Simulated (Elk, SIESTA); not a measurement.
A SIESTA input for a self-consistent single point of FeNi3 (Pm-3m, 4 atoms in the cell) (DFT, GGA PBE, numerical atomic orbitals DZP, PseudoDojo PBE standard norm-conserving potentials (rewritten from UPF to PSML)):

```
# files in the folder: Fe.psml Ni.psml (PseudoDojo PBE standard)
SystemName  FeNi3
SystemLabel feni3

NumberOfAtoms                4
NumberOfSpecies              2
%block ChemicalSpeciesLabel
  1 26 Fe
  2 28 Ni
%endblock ChemicalSpeciesLabel
LatticeConstant              3.488719 Ang
%block LatticeVectors
     1.000000000    0.000000000    0.000000000
     0.000000000    1.000000000    0.000000000
     0.000000000    0.000000000    1.000000000
%endblock LatticeVectors
AtomicCoordinatesFormat      Ang
%block AtomicCoordinatesAndAtomicSpecies
     0.000000000    0.000000000    0.000000000  1
     0.000000000    1.744359500    1.744359500  2
     1.744359500    0.000000000    1.744359500  2
     1.744359500    1.744359500    0.000000000  2
%endblock AtomicCoordinatesAndAtomicSpecies

XC.functional                GGA
XC.authors                   PBE
PAO.BasisSize                DZP
PAO.EnergyShift              0.01 Ry
MeshCutoff                   350 Ry
%block kgrid.MonkhorstPack
    8   0   0  0.0
    0   8   0  0.0
    0   0   8  0.0
%endblock kgrid.MonkhorstPack
OccupationFunction           FD
ElectronicTemperature        580.23 K
Spin                         polarized
%block DM.InitSpin
  1 +4.00
  2 +2.00
  3 +2.00
  4 +2.00
%endblock DM.InitSpin

MaxSCFIterations             150
SCF.Mixer.Method             Pulay
SCF.Mixer.Weight             0.1
SCF.Mixer.History            8
SCF.DM.Tolerance             1.0E-05
Diag.ParallelOverK           true
WriteForces                  true
Charge.Mulliken              end
```

**Question.** Translate this input to Elk.

**Answer.** One input that does it (others would too):

```
tasks
  0

xctype
  20

spinpol
  .true.

reducebf
  0.7

rgkmax
  7.5

gmaxvr
  16.0

nxlo
  2

lorbcnd
  .true.

rmtscf
  0.93

lmaxi
  3

nempty
  10

stype
  3

swidth
  0.00183747

scale
  6.592723436

avec
    1.0000000000    0.0000000000    0.0000000000
    0.0000000000    1.0000000000    0.0000000000
    0.0000000000    0.0000000000    1.0000000000

atoms
  2   : nspecies
  'Fe.in'   : spfname
  1   : natoms; atposl, bfcmt below
  0.0000000000  0.0000000000  0.0000000000    0.0 0.0 -1.0
  'Ni.in'   : spfname
  3   : natoms; atposl, bfcmt below
  0.0000000000  0.5000000000  0.5000000000    0.0 0.0 -0.5
  0.5000000000  0.0000000000  0.5000000000    0.0 0.0 -0.5
  0.5000000000  0.5000000000  0.0000000000    0.0 0.0 -0.5

ngridk
  8 8 8
```

Basis, cutoffs, solver keys and any potentials are the target program's own. This input uses DFT, PBE, all-electron FP-LAPW, Elk's shipped species files, APW+lo basis with extra local orbitals. Both were run: size of the net moment 1.22 μB/atom in SIESTA and 1.19 in Elk.

On Elk: the starting cell comes from a database of computed structures (which also holds hypothetical and non-ambient phases and stackings), without a prior relaxation at this level. Its lattice was rescaled by a random factor within 2.5 % of one. For this run, on top of that: lattice scaled by 0.98. The magnetic order is the one reached from the typed start; others were not searched systematically. Values depend on the basis (sphere radii, cutoffs, local orbitals), which need not be converged.

On SIESTA: the starting cell comes from a database of computed structures (which also holds hypothetical and non-ambient phases and stackings), without a prior relaxation at this level. Its lattice was rescaled by a random factor within 2.5 % of one. For this run, on top of that: lattice scaled by 0.98. The magnetic order is the one reached from the typed start; others were not searched systematically. Values carry the incompleteness of an atom-centred basis. With a pressure of about 4 GPa the cell is away from its equilibrium volume at this level.
